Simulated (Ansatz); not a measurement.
Where the default PAW files enter, the runs use the earlier of Ansatz's two default sets.

Consider the following.

```yaml
crystal:
  lattice:
    - [3.80945, 0.00000, 0.00000]
    - [-1.90472, 3.29908, 0.00000]
    - [1.90472, -1.09969, 3.11040]
  atoms:
    - { symbol: Zn, position: [0.00000, 0.00000, 0.00000] }
    - { symbol: S, position: [0.25000, 0.75000, 0.25000] }
```

Space group of this cell: F-43m, zinc blende. The cell is taken as given.

The current runs along the normal of the first two printed vectors, the (111) plane. All runs by Ansatz (a quantum-chemistry and plane-wave program), plane waves and PAW, without spin-orbit coupling; the base is r2SCAN.

```
run                                                      mean pressure (GPa)  gap (eV)  mid-gap κ (1/Å)
-------------------------------------------------------  -------------------  --------  ---------------
base                                                                     0.1      2.70            0.173
all lengths scaled by 0.98                                               5.6      2.99            0.184
all lengths scaled by 1.02                                              -4.0      2.44            0.162
lda in place of r2scan                                                  -3.9         …                …
lengths across the current scaled by 0.98, ions clamped                  3.7         …                …
lengths along the current scaled by 0.97, ions clamped                   2.8         …                …
lengths along the current scaled by 1.03, ions clamped                  -2.0      2.52            0.164
pbesol in place of r2scan                                               -1.3      2.01            0.139
```

Question: Fill in the missing entries.

Answer: 
- lda in place of r2scan, gap (eV): 1.89
- lda in place of r2scan, mid-gap κ (1/Å): 0.132
- lengths across the current scaled by 0.98, ions clamped, gap (eV): 2.85
- lengths across the current scaled by 0.98, ions clamped, mid-gap κ (1/Å): 0.177
- lengths along the current scaled by 0.97, ions clamped, gap (eV): 2.76
- lengths along the current scaled by 0.97, ions clamped, mid-gap κ (1/Å): 0.183
